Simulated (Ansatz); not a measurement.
Results of LDA (plane waves, PAW; Ansatz, a program for electronic structure) for Al2Cu (I4/mcm, No. 140).

Numerical settings: plane-wave cutoff 520 eV, 18×18×18 k mesh, Fermi–Dirac smearing 0.089 eV (set by the program), no spin polarisation, scalar-relativistic PAW data made under PBE.

Computed at the level's own relaxed cell.

Hill averages of the elastic tensor: K = 115.4 GPa, G = 46.8 GPa. Volume 14.037 Å³/atom, mean atomic mass 39.170 u.

Question: Work out the density, the sound velocities of a polycrystal and the elastic Debye temperature at this level.

Answer: ρ = 1.66054 × 39.170/14.037 = 4.634 g/cm³. v_l = √[(K + 4G/3)/ρ] = 6.194 km/s and v_t = √(G/ρ) = 3.178 km/s. The mean follows from 3/v_m³ = 1/v_l³ + 2/v_t³: v_m = 3.560 km/s. Θ_D = (ħ/k_B) v_m (6π²/V)^(1/3) = 76.38 K Å s/km × 3.560 × 1.6158 Å⁻¹ = 439 K, counting all atoms of the cell.
